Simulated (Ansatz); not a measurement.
# A computed series for ZnS: response to strain

Start from ZnS in the zinc blende structure (space group F-43m, No. 216; a = 5.389 Å).

Strains are applied to the cell and any free atomic positions relax.

Computed with r2SCAN/PAW in Ansatz (a first-principles code), no SOC.

Notes on the quantities. energy relative to the base: free energy F.

```
variant                   band gap  width of the top valence band  volume per atom  energy relative to the base   pressure
------------------------  --------  -----------------------------  ---------------  ---------------------------  ---------
base                       2.70 eV                        2.82 eV         19.56 Å³                   0 meV/atom   0.00 GPa
isotropic strain +0.50 %   2.63 eV                        2.76 eV         19.86 Å³                +1.1 meV/atom  -1.14 GPa
isotropic strain +1.00 %   2.57 eV                        2.70 eV         20.16 Å³                +4.2 meV/atom  -2.20 GPa
isotropic strain +1.50 %   2.50 eV                        2.63 eV         20.46 Å³                +9.3 meV/atom  -3.19 GPa
isotropic strain +2.00 %   2.43 eV                        2.56 eV         20.76 Å³                 +16 meV/atom  -4.11 GPa
isotropic strain +2.50 %   2.37 eV                        2.50 eV         21.07 Å³                 +25 meV/atom  -4.96 GPa
isotropic strain +3.00 %   2.30 eV                        2.43 eV         21.38 Å³                 +35 meV/atom  -5.75 GPa
```

Whether these cells are dynamically stable was not tested.
